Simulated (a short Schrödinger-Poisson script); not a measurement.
# Gated Al0.25Ga0.75As/GaAs δ-doped gas

System: gated Al0.25Ga0.75As/GaAs δ-doped gas, at 300 K.

```tsv
layer	material	thickness (nm)	Na (cm⁻³)
1	Al0.25Ga0.75As	15	-
2	Al0.25Ga0.75As	2	-
3	GaAs	6000	1e14
```

Constants are typed, rounded textbook-type inputs, not results; the design itself was drawn at random and stands for no fabricated device. Al0.25Ga0.75As: permittivity 12.19, conduction-band edge (eV) 0.198, gap (eV) 1.736, electron mass (mₑ) 0.0878, Nv at 300 K (cm⁻³) 9e18. GaAs: permittivity 12.9, conduction-band edge (eV) 0, gap (eV) 1.424, Nv at 300 K (cm⁻³) 9e18.

Channel valleys (confinement mass, in-plane density-of-states mass, number): Γ 0.067, 0.067, 1. At the gate the conduction-band edge of layer 1 lies 0.95 eV − eVg above the Fermi level of the channel; the field vanishes at the back. Sheet of ionised δ-doping: +1.8e12 e/cm² at 15 nm from the gate. The barrier under the gate holds no holes. Gaps are held at their typed values at every temperature. Mesh 0.08 nm at interfaces.

From a short Schrödinger-Poisson script (our own, NumPy): 1D Poisson equation in equilibrium, electrons quantum, Hartree (BenDaniel-Duke, 40 states a valley, the channel's in-plane mass for all, wave functions free to enter the barrier), parabolic valleys, classical holes, full ionisation, no traps, pinning or gate leakage.

| Vg (V) | electrons (cm⁻²) | in the channel layer | C (μF/cm²) | Γ E0 (meV) | Γ E1 (meV) |
|---|---|---|---|---|---|
| 0.5 | 4.49e11 | 4.41e11 | 0.410 | 23.4 | 55.1 |
| 0.45 | 3.27e11 | 3.22e11 | 0.374 | 35.4 | 63.1 |
| 0.4 | 2.17e11 | 2.15e11 | 0.326 | 50.2 | 73.6 |
| 0.35 | 1.26e11 | 1.25e11 | 0.259 | 69.4 | 88.4 |
| 0.3 | 5.82e10 | 5.79e10 | 0.174 | 95.2 | 109.8 |
| 0.25 | 1.87e10 | 1.87e10 | 0.0842 | 129.9 | 141.1 |
| 0.2 | 3.90e9 | 3.89e9 | 0.0248 | 173.5 | 183.2 |
| 0.15 | 6.32e8 | 6.31e8 | 0.00696 | 221.7 | 230.9 |
| 0.1 | 9.64e7 | 9.62e7 | 0.00386 | 271.0 | 279.9 |
| 0.05 | 1.46e7 | 1.45e7 | 0.00346 | 320.5 | 329.2 |
| 0 | 2.20e6 | 2.20e6 | 0.00350 | 370.0 | 378.6 |

Gate voltages with under 1e6 electrons/cm² are left out.

Subbands count from the Fermi level.
